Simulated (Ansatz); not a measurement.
The starting structures come from a database of crystals and need not be the phases stable at ambient conditions.

Inside the gap of an insulator the Bloch states are evanescent, with a wavenumber k + iκ along the transport direction.

```
CELL_PARAMETERS angstrom
      4.07207     0.00000     0.00000
     -2.03604     3.52652     0.00000
      0.00000     0.00000     7.10674
ATOMIC_POSITIONS crystal
  Cu 0.66667 0.33333 0.59400
  Cu 0.33333 0.66667 0.40600
  I  0.33333 0.66667 0.77047
  I  0.66667 0.33333 0.22953
```

Space group of this cell: P-3m1. The cell was relaxed by PBE-D3(BJ); by r2SCAN its mean pressure is 1.4 GPa.

Transport runs along the normal of the first two printed cell vectors, the (001) plane of the conventional cell.

The gap is the functional's own. No spin-orbit coupling. Mid-gap values are interpolated on the energy grid.

Predict the band gap and the smallest decay constant κ at mid-gap from r2SCAN (Ansatz, an electronic-structure program).

Gap 2.10 eV on a 12×12×4 mesh; κ = 0.172 1/Å, at the zone centre.
